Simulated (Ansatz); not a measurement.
## A computed series for BeTe: pressure series

The reference is BeTe in the zinc blende structure (space group F-43m, No. 216; a = 5.657 Å).

Cell and atoms are relaxed at each pressure.

Calculations: Kohn–Sham DFT with the r2SCAN functional, run in Ansatz (an electronic-structure program) with PAW and 500 eV plane waves, without spin-orbit coupling.

For the base:

The smallest direct gap is 4.04 eV.

**Question.** The aim is a smallest direct gap between 2.75 eV and 3.04 eV. Which of these changes reaches it?
A. pressure 100 GPa
B. pressure 7 GPa
C. pressure −1 GPa

**Answer.** A, pressure 100 GPa. It gives 2.89 eV; pressure 7 GPa gives 3.93 eV; pressure −1 GPa gives 4.06 eV. Changes not listed may reach it too

With Te present, leaving out spin-orbit coupling can change the band edges. Load acts through the strain it causes; cell and atoms are relaxed under it. Whether these cells are dynamically stable was not tested. Competing high-pressure phases were not computed.
